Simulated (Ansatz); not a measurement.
A periodic model of amorphous Zr₂₀O₄₁Ba:

```xyz
62
Lattice="9.6065 -0.1118 0.1221 -0.1118 9.1962 -0.2693 0.1221 -0.2693 9.2061" Properties=species:S:1:pos:R:3 pbc="T T T"
Zr     0.7846     5.0757     4.1881
Zr     0.2829     2.7870     1.1162
Zr     4.3518    -0.0668     2.9524
Zr     7.6572     8.1572     1.7719
Zr     8.0424     1.3104     4.3139
Zr     7.7645     7.3094     5.2449
Zr     3.9947     1.3018     6.0806
Zr     0.6451     2.1066     6.6481
Zr     1.1886     8.7438     4.1662
Zr     2.1479     4.6872     7.6709
Zr     6.7772     4.0041     5.7422
Zr     3.1126     0.9963     9.0977
Zr     1.9376     7.3188     1.2193
Zr     6.9892     0.3115     7.8137
Zr     6.8855     4.9977     2.6733
Zr     6.5461     1.9892     1.5015
Zr     8.6086     5.1609     8.8509
Zr     3.6947     3.4383     2.7418
Zr     0.4394     8.2241     7.6358
Zr     4.3121     6.2796     4.8295
O      0.3972     3.5440     8.4054
O      4.4887     1.3456     1.3851
O      6.0269     6.3089     5.9010
O      8.2764     2.6390     5.9155
O      8.9947     0.5495     7.3812
O      0.6689     3.6647     2.9294
O      7.9127     7.5103     7.4183
O      1.2070     4.0038     5.8570
O      2.4465     8.1765     8.6900
O      0.6534     6.0697     7.7381
O      2.5941     5.6133     0.2721
O      0.2916     7.4587     5.5607
O      7.2385     4.6767     7.6026
O      8.7202     8.4794     3.6130
O      6.6018     6.9862     3.3191
O      6.9686     0.0182     5.6884
O      1.0655     0.9989     8.9863
O      3.7919     1.8644     4.0333
O      7.1226     1.9969     8.8227
O      8.3121     4.1146     1.3245
O      5.3878     3.8518     1.6512
O      8.2547     5.2877     4.4623
O      9.4153     7.6285     0.6697
O      2.9397     5.0228     3.7537
O      1.1392     6.8183     3.0690
O      2.2214    -0.0382     2.5984
O      8.5646     1.2751     2.0104
O      7.0897     6.2982     0.9527
O      2.8760     2.5042     7.4767
O      4.7586     0.3321     7.6975
O      4.0013     7.4355     1.7245
O      2.4213     2.8422     1.2114
O      3.7184     8.3494     4.5648
O      6.3828     0.4191     3.0572
O      3.4269     5.7718     6.5307
O      7.1315     2.9543     3.4998
O      6.5423     9.0253     0.2766
O      5.3732     4.6347     4.1203
O      0.4792     1.4103     4.6333
O      1.9671     0.3826     6.3794
O      5.3910     2.6842     6.2015
Ba     5.1764     6.4910     8.5321
```

Level of theory: PBE, scalar-relativistic without spin-orbit coupling (plane waves to 420 eV, PAW; Ansatz, an electronic-structure program).

It comes from a melt-quench run on a machine-learned potential (CHGNet), relaxed afterwards by DFT. O atoms were pushed apart under 1.9 Å during the dynamics, to hinder bonds among them. The hot cell started wider than the set density and was brought back towards it in steps. It is the lowest in DFT energy of 2 quenches. It is a model cell: composition and starting density were chosen by hand, and all elements were melted together. No dispersion term was used. Its density started from a set value of 5.35 and ended at 5.35 g/cm³. The simulated quench (nominally 300 K/ps over its main leg) is rapid and tends to freeze in more defects than a deposited or slowly cooled glass has. One small periodic cell is one sample of the glass; other quenches scatter about these values. The volume was held where the preparation left it and the shape relaxed, at a PBE pressure of -0.7 GPa (tension). Stress components on the final sampling reach 0.7 GPa.

Cut-offs for bonds: Zr-Zr 3.41 Å, Zr-O 2.90 Å, Zr-Ba 4.07 Å, O-O 1.58 Å, O-Ba 3.37 Å, Ba-Ba 4.73 Å. Two cations that share two anions don't count as bonded, nor two that share one unless they lie closer than Zr-Zr 3.32 Å, Zr-Ba 3.96 Å, Ba-Ba 4.60 Å.

Task: Give the coordination numbers, mean bond lengths and angles.

Result: 
```json
{
 "Mean coordination of Zr by anions": "6.65 (10 with 6, 7 with 7, 3 with 8)",
 "Mean coordination of O": "3.49 (3 with 2, 16 with 3, 21 with 4, 1 with 5)",
 "Mean coordination of Ba by anions": "10.00 (1 with 10)",
 "Mean Zr-O bond": "2.193 Å (spread 0.176 Å, 133 counted)",
 "Mean O-Ba bond": "2.913 Å (spread 0.207 Å, 10 counted)",
 "Bond angle at Zr": "mean 101.7°, spread 29.6°",
 "Bond angle at O": "mean 110.9°, spread 18.6°",
 "Bond angle at Ba": "mean 97.1°, spread 34.5°"
}
```

Task: List the pairs of like atoms that count as bonded by the rules above.

Result: There are none by these rules.
